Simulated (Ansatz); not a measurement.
Functionals compared on a constructed model of the (111) surface of germanium, (√3x√3)R30° Ge adatom at H3 (bottom of the slab: 3 H on 3 bottom sites), in Ansatz (plane waves, PAW). The structure was relaxed with PBE; the other rows are single points on it. Cutoff 420 eV (500 eV for r2SCAN).

Slab: 28 atoms, 13.3 Å thick at the start with caps and adatoms (thin: gaps and levels are the slab's own); k 5x5x1, smearing 0.025 eV, dipole-corrected; 6 atoms held, the rest relaxed; held to the start's symmetry, so lower structures may exist; spin-polarised, no spin-orbit, no U. The slab shows no gap on its mesh. The starting moment vanished. It is one candidate, not shown to be the stable structure of the face. These notes are the PBE run's. r2SCAN: The program's check for a lower electronic state was not made.

```json
[
 {"functional": "PBE", "work function of the top face (eV)": "4.15", "rough cost of the single point": "–"},
 {"functional": "r2SCAN", "work function of the top face (eV)": "___", "rough cost of the single point": "very roughly 14 core-minutes"}
]
```

Q: What belongs in the gaps?

A: 
- r2SCAN, work function of the top face (eV): 4.32

Ansatz is a program for electronic structure.
